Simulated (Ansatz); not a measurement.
C11b WSi₂, treated with PBEsol-D3(BJ) (plane waves, PAW; Ansatz, an electronic-structure program).

Excerpt of the program's output:

```
Relaxation: its limit of steps is 80 (relax.max_steps)
Crystal: 3 atoms, lattice volume = 40.505 Å³
Basis set: ecut = 520 eV, 1079 PW (Γ), exchange–correlation on 72×72×72 points (8 copies of the dense FFT grid, shifted against one another)
Bands: 15, of which v1, the nominal top of the filled ones, is band 11 counted from 1 (10 counted from 0)
Symmetry: 16 space group operations
Space group: I4/mmm (ITA 139), of the structure as read, at distance tolerance 3.4e-5 Å
k-points: 1063 of 13824
Functional: x = pbesol(κ = 0.804, μ = 0.12345679012345678), c = pbesol(β = 0.046)
SCF iter   1: F=—  HF=-11502.523866 eV  |F-HF|=—  |Δ(HF+E_count)|=         —  Δρ=4.44e-3  dr2=6.74e-3
SCF iter   2: F=—  HF=-11502.522900 eV  |F-HF|=—  |Δ(HF+E_count)|=   9.65e-4  Δρ=2.28e-3  dr2=1.08e-3
  ...
SCF 1 converged in 6 iterations: F = -11502.522822 eV  dr2 = 1.35e-9
Crystal: 3 atoms, lattice volume = 40.505 Å³
Initial density: handed on by an earlier stage of this run
SCF 2 converged in 4 iterations: F = -11502.523523 eV  dr2 = 3.79e-8
Crystal: 3 atoms, lattice volume = 40.505 Å³
SCF 3 converged in 3 iterations: F = -11502.523608 eV  dr2 = 7.27e-8
Crystal: 3 atoms, lattice volume = 40.505 Å³
SCF 4 converged in 4 iterations: F = -11502.523613 eV  dr2 = 8.12e-10
Crystal: 3 atoms, lattice volume = 40.505 Å³
SCF iter   3: F=—  HF=-11502.523613 eV  |F-HF|=—  |Δ(HF+E_count)|=  5.82e-11  Δρ=1.40e-7  dr2=5.52e-12
SCF iter   4: F=-11502.523613 eV  HF=-11502.523613 eV  |F-HF|=1.82e-12  |Δ(HF+E_count)|=  7.28e-12  Δρ=5.41e-8  dr2=4.79e-13
SCF 5 converged in 4 iterations: F = -11502.523613 eV  dr2 = 4.79e-13
SCF converged after 4 iterations
Free energy (F): -11502.523613 eV
Internal energy: -11502.521488 eV  (E = F + TS)
E sigma→0 (E₀):  -11502.522550 eV
Fermi energy:    16.602210 eV
--- Forces (eV/Å), atoms counted from 1 ---
  atom   1  Si    -0.00000000    -0.00000000    -0.00078238
  atom   2  Si    -0.00000000    -0.00000000     0.00078238
  atom   3  W      0.00000000     0.00000000    -0.00000000
--- Stress (GPa, compression-positive) ---
       -8.915179       0.000000       0.000000
        0.000000      -8.915179       0.000000
       -0.000000       0.000000      -8.919627
  P = ⅓ Tr σ = -8.9167 GPa (-89.167 kbar)
```

**Question.** Write an input file that could have produced this run (the log leaves some choices open).

**Answer.** Several could match; the one computed here: 
Ansatz 0.2 input:
```yaml
crystal:
  lattice:
    - [-1.6056772347, 1.6056772347, 3.9276172445]
    - [1.6056772347, -1.6056772347, 3.9276172445]
    - [1.6056772347, 1.6056772347, -3.9276172445]
  atoms:
    - { symbol: Si, position: [0.6659342091, 0.6659342091, 0.0] }
    - { symbol: Si, position: [0.3340657909, 0.3340657909, 0.0] }
    - { symbol: W, position: [0.0, 0.0, 0.0] }
basis:
  ecutwfc: 520
  ecutrho_ratio: 4
  xc_grid: 2
kpoints:
  mp_grid: { grid: [24, 24, 24] }
hamiltonian:
  xc: pbesol
  dispersion: d3bj
  pseudopotentials: { kind: paw }
scf:
  occupations: { method: fermi_dirac, width: 0.05 }
output:
  forces: true
  stress: true
  eigenvalues: true
relax:
  f_tol: 0.004
  escape_saddle: false
  max_steps: 80
  cell: { stress_tol: 0.02, fix: [volume] }
```

The cell is one volume of an energy–volume scan, off the minimum.

The PAW data were made under PBE.
